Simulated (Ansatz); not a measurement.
**Worked example: self-consistent single point of Y2Zr8O19 (P-4m2, 29 atoms in the cell) in Ansatz (a first-principles code)**

Computed with PBEsol, default PAW files made with PBE (plane waves; Ansatz).

The input file:

Ansatz 0.2 input:
```yaml
crystal:
  lattice:
    - [3.646620, 0.000000, 0.000000]
    - [0.000000, 3.646620, 0.000000]
    - [0.000000, 0.000000, 25.748100]
  atoms:
    - { symbol: Y, position_ang: [1.823310, 0.000000, 11.418767] }
    - { symbol: Y, position_ang: [0.000000, 1.823310, 14.329333] }
    - { symbol: Zr, position_ang: [1.823310, 0.000000, 16.809132] }
    - { symbol: Zr, position_ang: [0.000000, 1.823310, 8.938968] }
    - { symbol: Zr, position_ang: [0.000000, 1.823310, 19.361284] }
    - { symbol: Zr, position_ang: [1.823310, 0.000000, 6.386816] }
    - { symbol: Zr, position_ang: [1.823310, 0.000000, 21.913178] }
    - { symbol: Zr, position_ang: [0.000000, 1.823310, 3.834922] }
    - { symbol: Zr, position_ang: [0.000000, 1.823310, 24.468162] }
    - { symbol: Zr, position_ang: [1.823310, 0.000000, 1.279938] }
    - { symbol: O, position_ang: [0.000000, 0.000000, 0.000000] }
    - { symbol: O, position_ang: [1.823310, 1.823310, 2.620127] }
    - { symbol: O, position_ang: [1.823310, 1.823310, 23.127973] }
    - { symbol: O, position_ang: [0.000000, 0.000000, 5.012383] }
    - { symbol: O, position_ang: [0.000000, 0.000000, 20.735717] }
    - { symbol: O, position_ang: [1.823310, 1.823310, 7.798585] }
    - { symbol: O, position_ang: [1.823310, 1.823310, 17.949515] }
    - { symbol: O, position_ang: [0.000000, 0.000000, 10.063387] }
    - { symbol: O, position_ang: [0.000000, 0.000000, 15.684713] }
    - { symbol: O, position_ang: [0.000000, 0.000000, 12.874050] }
    - { symbol: O, position_ang: [1.823310, 1.823310, 15.389639] }
    - { symbol: O, position_ang: [1.823310, 1.823310, 10.358461] }
    - { symbol: O, position_ang: [0.000000, 0.000000, 18.213948] }
    - { symbol: O, position_ang: [0.000000, 0.000000, 7.534152] }
    - { symbol: O, position_ang: [1.823310, 1.823310, 20.530505] }
    - { symbol: O, position_ang: [1.823310, 1.823310, 5.217595] }
    - { symbol: O, position_ang: [0.000000, 0.000000, 23.243840] }
    - { symbol: O, position_ang: [0.000000, 0.000000, 2.504260] }
    - { symbol: O, position_ang: [1.823310, 1.823310, 0.000000] }
basis:
  ecutwfc: 420.0
kpoints:
  mp_grid:
    grid: [7, 7, 1]
hamiltonian:
  xc: pbesol
  pseudopotentials:
    kind: paw
scf:
  occupations:
    method: gaussian
    width: 0.01
output:
  forces: true
  eigenvalues: true
  stress: true
```

Output, abridged:

```
WARN ansatz: RAYON_NUM_THREADS=1 ignored (pool sized by the plan → 1); use --threads N
Pseudopotentials: kind: paw
Pseudopotential: Y, paw, valence charge 11
Pseudopotential: Zr, paw, valence charge 12
Pseudopotential: O, paw, valence charge 6
Crystal: 29 atoms, lattice volume = 342.394 Å³
Basis set: ecut = 420 eV, 6671 PW (Γ), exchange–correlation on 50×50×360 points (8 copies of the dense FFT grid, shifted against one another)
Bands: 145, of which v1, the nominal top of the filled ones, is band 116 counted from 1 (115 counted from 0)
Symmetry: 8 space group operations
Space group: P-4m2 (ITA 115), of the structure as read, at distance tolerance 7.0e-5 Å
k-points: 10 of 49
PAW frozen core: Y, regenerated for the run's functional, and the local potential with it
PAW frozen core: Zr, regenerated for the run's functional, and the local potential with it
PAW frozen core: O, regenerated for the run's functional, and the local potential with it
Initial density: superposition of atomic densities (neutral atoms: chi_scale 0, normalization atom), corrected by the library's trained network
Initial wavefunctions: pseudopotential atomic-orbital guess
Eigensolver: davidson
Functional: x = pbesol(κ = 0.804, μ = 0.12345679012345678), c = pbesol(β = 0.046)
SCF iter   1: F=—  HF=-51327.130974 eV  |F-HF|=—  |Δ(HF+E_count)|=         —  Δρ=1.62e-2  dr2=7.44e-1  ethr=1.77e-3  ⟨swp⟩=5.1  Hψ=5228  notcnv=0  defer=118
all-band conjugate gradients solve this SCF's bands
preconditioner: auto → Resta (q_TF=auto, 2.557 Å⁻¹)
SCF iter   2: F=—  HF=-51326.959064 eV  |F-HF|=—  |Δ(HF+E_count)|=   1.72e-1  Δρ=4.31e-3  dr2=4.68e-2  ethr=3.21e-4  ⟨swp⟩=2.0  Hψ=2466  notcnv=0  defer=223
SCF iter   3: F=—  HF=-51326.949670 eV  |F-HF|=—  |Δ(HF+E_count)|=   9.39e-3  Δρ=1.59e-3  dr2=7.64e-3  ethr=2.02e-5  ⟨swp⟩=3.1  Hψ=1953  notcnv=0  defer=223
SCF iter   4: F=—  HF=-51326.949050 eV  |F-HF|=—  |Δ(HF+E_count)|=   6.20e-4  Δρ=4.19e-4  dr2=6.31e-4  ethr=3.29e-6  ⟨swp⟩=3.4  Hψ=2386  notcnv=0  defer=223
SCF iter   5: F=—  HF=-51326.949123 eV  |F-HF|=—  |Δ(HF+E_count)|=   7.26e-5  Δρ=2.90e-4  dr2=2.66e-4  ethr=2.72e-7  ⟨swp⟩=2.0  Hψ=2007  notcnv=0  defer=223
SCF iter   6: F=—  HF=-51326.949121 eV  |F-HF|=—  |Δ(HF+E_count)|=   1.47e-6  Δρ=5.19e-5  dr2=1.05e-5  ethr=1.15e-7  ⟨swp⟩=2.0  Hψ=1913  notcnv=0  defer=223
SCF iter   7: F=—  HF=-51326.948242 eV  |F-HF|=—  |Δ(HF+E_count)|=   8.79e-4  Δρ=1.92e-5  dr2=1.22e-6  ethr=4.54e-9  ⟨swp⟩=2.0  Hψ=2236  notcnv=0  defer=223
SCF iter   8: F=—  HF=-51326.948243 eV  |F-HF|=—  |Δ(HF+E_count)|=   7.75e-7  Δρ=1.64e-5  dr2=7.51e-7  ethr=5.24e-10  ⟨swp⟩=2.0  Hψ=1987  notcnv=0  defer=223
SCF iter   9: F=-51326.948243 eV  HF=-51326.948243 eV  |F-HF|=9.31e-9  |Δ(HF+E_count)|=   1.29e-7  Δρ=2.10e-6  dr2=1.20e-8  ethr=4.31e-11  ⟨swp⟩=10.4  Hψ=6611  notcnv=0
SCF 1 converged in 9 iterations: F = -51326.948243 eV  dr2 = 1.20e-8
SCF converged after 9 iterations
Free energy (F): -51326.948243 eV
Harris-Foulkes:  -51326.948243 eV  (|F-HF|=9.31e-9)
Internal energy: -51326.948243 eV  (E = F + TS)
E sigma→0 (E₀):  -51326.948243 eV
Fermi energy:    12.272883 eV
--- Per-component energies (eV) ---
  E_band       = -772.575319
  E_kinetic    = 6615.026816
  E_local      = -13814.612571  (includes V_loc(G=0)·N_el)
  E_nonlocal   = 1635.125583
  E_hartree    = 4969.034746
  E_xc         = -3032.065050
  E_vxc        = -3722.854528  (∫ρ·V_xc dr)
  E_paw        = -31629.692090  (= ΣΔE_a)
  E_vpaw       = -1423.375105  (= ΣTr[D̂ρ^β])
  E_aug_tail   = 0.046818  (compensation charges beyond the density's cutoff)
  E_ewald      = -16072.106273
  E_core_change = 2.293779  (= ΣΔE_core)
  E_smearing   = -0.000000  (= −TS)
  E_closure    = 0.000000  (closes the sum)
  Σ components = -51326.948243   (vs F -51326.948243, Δ=0.00e0)
--- Forces (eV/Å), atoms counted from 1 ---
  atom   1  Y      0.00000000    -0.00000000    -0.56657447
  atom   2  Y      0.00000000    -0.00000000     0.56657447
  atom   3  Zr    -0.00000000    -0.00000000     0.05263557
  atom   4  Zr    -0.00000000     0.00000000    -0.05263557
  atom   5  Zr     0.00000000     0.00000000    -0.00072117
  atom   6  Zr     0.00000000     0.00000000     0.00072117
   [... 18 lines left out ...]
  atom  25  O     -0.00000000     0.00000000    -0.07420583
  atom  26  O     -0.00000000    -0.00000000     0.07420583
  atom  27  O      0.00000000    -0.00000000     0.14185790
  atom  28  O      0.00000000     0.00000000    -0.14185790
  atom  29  O     -0.00000000     0.00000000     0.00000000
  max |Σ_I F_I| component: 8.36e-17 eV/Å
--- Stress (GPa, compression-positive) ---
       -6.715593       0.000000       0.000000
        0.000000      -6.715593       0.000000
        0.000000       0.000000      -3.635408
  P = ⅓ Tr σ = -5.6889 GPa (-56.889 kbar)
  The stress holds the Pulay correction. Without it, at fixed plane waves, as pw.x and ABINIT print it: P = -6.3696 GPa
--- Band table (eV; the first three rows and the last of 10) ---
  k-point 0: bands = ["-36.9472", "-36.9226", "-36.8892", "-36.8866", "-36.8459", "-36.8458", "-36.8065", "-36.8065", "-28.9258", "-28.9019", "-15.4237", "-15.3470", "-15.2669", "-15.1688", "-15.0571", "-14.9516", "-14.9516", "-14.9487", "-14.9077", [...]
  k-point 1: bands = ["-36.9428", "-36.9202", "-36.8863", "-36.8844", "-36.8432", "-36.8432", "-36.8049", "-36.8049", "-28.9189", "-28.8974", "-15.3845", "-15.3215", "-15.2588", "-15.1831", "-15.0977", "-15.0123", "-15.0024", "-14.9506", "-14.9426", [...]
  k-point 2: bands = ["-36.9321", "-36.9158", "-36.8801", "-36.8794", "-36.8372", "-36.8371", "-36.8013", "-36.8012", "-28.9029", "-28.8877", "-15.3200", "-15.3051", "-15.2649", "-15.2445", "-15.1945", "-15.1492", "-15.1060", "-15.0908", "-15.0340", [...]
  k-point 9: bands = ["-36.9059", "-36.9046", "-36.8626", "-36.8626", "-36.8193", "-36.8193", "-36.7857", "-36.7857", "-28.8569", "-28.8557", "-15.4167", "-15.4007", "-15.3545", "-15.3414", "-15.2944", "-15.2792", "-15.2250", "-15.2041", "-15.1485", [...]
```

The run converged in 9 iterations.

The starting cell comes from a database of computed structures (which also holds hypothetical and non-ambient phases and stackings), without a prior relaxation at this level. With a pressure of about -6 GPa the cell is away from its equilibrium volume at this level. Ansatz's pressure includes its estimate of the finite-basis (Pulay) stress. Without the estimate this run gives -6.37 GPa.

Cost on one core of a shared machine: roughly 30 s.
